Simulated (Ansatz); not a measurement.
Here is the system:

```
CELL_PARAMETERS angstrom
      3.47817     0.00000     0.00000
      1.73908     3.01218     0.00000
      1.73908    -1.00406     2.77472
ATOMIC_POSITIONS crystal
  Be 0.00172 0.99914 0.99742
  S  0.49828 0.25086 0.75258
```

No spin polarisation.

Computed with PBEsol in Ansatz (plane waves to 420 eV, PAW, spin-orbit coupling left out). Γ-centred 12×12×12 mesh, Fermi–Dirac width 0.05 eV.

Problem. Predict the smallest direct gap.

Solution. 5.29 eV.

Problem. Predict the pressure (mean of the normal stresses, compression positive).

Solution. -2.43 GPa.

The cells carry an imposed strain or load. Stability against distortions was not tested. The cell was made from BeS in the zinc blende structure (space group F-43m, No. 216) by this change: biaxial strain +1.67 %, plane normal [111], relaxed out of plane.

Ansatz is an electronic-structure program.
